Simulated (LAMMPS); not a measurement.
LAMMPS 22 Jul 2025, classical MD, EDIP (Si.edip): Si, 2744 atoms.

task: MD, nve
potential: EDIP, Si.edip
copies of the repeat unit: 7×7×7
shape (slab and sphere leave vacuum in the box): bulk
neighbor skin: 2 Å
neigh_modify: every 1 delay 0 check yes
newton: on (default)
atom_modify sort (bins of 2 Å where set): 1000 (default)
comm_style: brick (default)
box: 38.0 × 38.0 × 38.0 Å
start: generated diamond lattice, warmed in an untimed run

All runs start from one configuration, warmed at this fixed volume for 1000 steps under a thermostat at 100 K. The run at the shortest step has a mean temperature of 99.6 K and a mean pressure of 0.0 GPa.

Each run covers about 2.0 ps at constant energy (mean temperature 99.6 K at the shortest step); σ is the standard deviation over the printed steps. One run each, on a shared machine, so no times are given.

Steps tried: 0.5 fs, 1 fs, 2 fs, 2.5 fs, 4 fs, 5 fs, 8 fs, 10 fs, 16 fs, 20 fs, 32 fs.

Problem. Choose the longest time step that keeps σ(total energy)/σ(kinetic energy) under 10 %.

Solution. 5 fs. The run fails or blows up at 20 fs, 32 fs.

| time step | σ(E total)/σ(E kinetic) | last minus first total energy (meV/atom) | mean temperature (K) |
|---|---|---|---|
| 0.5 fs | 0.00053 | under 0.001 | 99.6 |
| 1 fs | 0.0021 | under 0.001 | 99.6 |
| 2 fs | 0.0087 | +0.0020 | 99.3 |
| 2.5 fs | 0.014 | +0.0052 | 99.2 |
| 4 fs | 0.036 | +0.012 | 98.4 |
| 5 fs | 0.059 | +0.0015 | 97.7 |
| 8 fs | 0.18 | +0.18 | 94.5 |
| 10 fs | 0.33 | +0.36 | 91.6 |
| 16 fs | 4.5 | +22 | 89.4 |
| 20 fs | stops: Lost atoms | — | — |
| 32 fs | stops: Lost atoms | — | — |

The bar is a choice.
